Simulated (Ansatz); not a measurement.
Base system: AlN in the zinc blende structure (space group F-43m, No. 216; a = 4.403 Å).

Calculations: PBE, PAW, 420 eV (Ansatz, an electronic-structure program; scalar-relativistic without spin-orbit coupling).

Before the change:

Electron mass: 0.53 mₑ along k, 0.33 mₑ across (at X)

Perturbation: an isotropic linear strain of −1.17 %; the atoms relax in the strained cell.

**Question.** How does this affect the mean gap deformation potential ΔEg/Δln V and electron mass?

**Answer.** The mean gap deformation potential ΔEg/Δln V amounts to -0.6 eV; the electron mass changes from 0.53 mₑ along k, 0.33 mₑ across (at X) to 0.52 mₑ along k, 0.32 mₑ across (at X).

Effective masses come from finite differences of ±0.01 Å⁻¹. Along k means along the line from Γ to the band edge. Stability against distortions was not tested. This is not the structure that AlN has at room temperature and ambient pressure.
